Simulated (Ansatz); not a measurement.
Pressure series in CdS

Take CdS in the zinc blende structure (space group F-43m, No. 216; a = 5.8777 Å) as the base.

Cell and atoms are relaxed at each pressure.

Calculations: r2SCAN (Ansatz, a first-principles code), no spin-orbit coupling.

```
P (GPa)  V (Å³/atom)
-------  -----------
-1.98         26.300
-1.00         25.826
2.99          24.275
6.99          23.115
15.00         21.422
30.00         19.361
49.98         17.616
74.98         16.158
99.98         15.112
```

A third-order Birch–Murnaghan fit to these points gives V₀ = 25.38 Å³/atom, B₀ = 61 GPa and B₀′ = 4.4. At pressure 100 GPa the volume is 59.5 % of V₀.

Between the base and pressure 7 GPa the gap moves from 1.54 eV to 1.75 eV, a mean slope of 30 meV/GPa.

Load acts through the strain it causes; cell and atoms are relaxed under it. Whether these cells are dynamically stable was not tested. Tetrahedral semiconductors of this kind turn to denser phases somewhere between about 1 and 50 GPa; those were not computed, so compressed cells here can lie past the real transition.
